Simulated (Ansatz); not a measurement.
Consider ZnGeP2 in the chalcopyrite structure (space group I-42d, No. 122).

```yaml
crystal:
  lattice:
    - [-2.71210, 2.71210, 5.35473]
    - [2.71210, -2.71210, 5.35473]
    - [2.71210, 2.71210, -5.35473]
  atoms:
    - { symbol: Zn, position: [0.75000, 0.25000, 0.50000] }
    - { symbol: Zn, position: [0.00000, 0.00000, 0.00000] }
    - { symbol: Ge, position: [0.25000, 0.75000, 0.50000] }
    - { symbol: Ge, position: [0.50000, 0.50000, 0.00000] }
    - { symbol: P, position: [0.12667, 0.12500, 0.50167] }
    - { symbol: P, position: [0.62333, 0.62500, 0.49833] }
    - { symbol: P, position: [0.37500, 0.87333, 0.99833] }
    - { symbol: P, position: [0.87500, 0.37667, 0.00167] }
```

Cartesian axes are those of the cell as printed.

All numbers come from PBEsol in Ansatz (plane waves to 420 eV, PAW, no spin-orbit coupling).

Before the change:

| Item | Value |
|---|---|
| Smallest direct gap | 1.24 eV |
| Gap character | indirect, Γ → M–S (33 % along) |
| Volume per atom | 19.69 Å³ |
| Hole mass | 0.096 mₑ along c, 0.33 mₑ across (at Γ) |

Perturbation: biaxial strain −0.14 %, plane normal [001], relaxed out of plane (Cartesian); in-plane vectors clamped, the third vector and the atoms free.

Task: Estimate the effect on the smallest direct gap, gap character, volume per atom and hole mass.

Result: The smallest direct gap goes up by 0.02 eV (1.24 eV → 1.26 eV); the gap character remains indirect, Γ → M–S (33 % along); the volume per atom shrinks by 0.03 Å³ to 19.66 Å³; the hole mass goes from 0.096 mₑ along c, 0.33 mₑ across (at Γ) to 0.097 mₑ out of plane, 0.33 mₑ in plane (at Γ).

Effective masses come from finite differences of ±0.01 Å⁻¹. No phonon test of stability was made.

Ansatz is a quantum-chemistry and plane-wave program.
